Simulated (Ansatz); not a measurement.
Take MgSe in the rock salt structure (space group Fm-3m, No. 225; a = 5.472 Å) as the base.

The values are results of plane-wave PAW DFT at the r2SCAN level (Ansatz, a quantum-chemistry and plane-wave program, 500 eV), spin-orbit coupling left out, not measurements.

Strains are applied to the cell and any free atomic positions relax.

One change was made to it. Results:

```json
[
 {"quantity": "energy relative to the base (free energy F)", "base": "0 meV/atom", "after": "+16 meV/atom"},
 {"quantity": "electron mass", "base": "0.48 mₑ along k, 0.25 mₑ across (at X)", "after": "0.49 mₑ along k, 0.25 mₑ across (at X)"},
 {"quantity": "gap character", "base": "indirect, Γ → X", "after": "indirect, Γ → X"},
 {"quantity": "band gap", "base": "2.48 eV", "after": "2.58 eV"}
]
```

Which change produced these results?
A. isotropic strain −2.00 %
B. isotropic strain −2.50 %
C. isotropic strain −3.00 %

A, isotropic strain −2.00 %. For comparison, the energy relative to the base in the other runs: isotropic strain −3.00 % gives +38 meV/atom; isotropic strain −2.50 % gives +26 meV/atom.

Masses are band curvatures over ±0.01 Å⁻¹ around the edge. Along k means along the line from Γ to the band edge. No phonon test of stability was made.
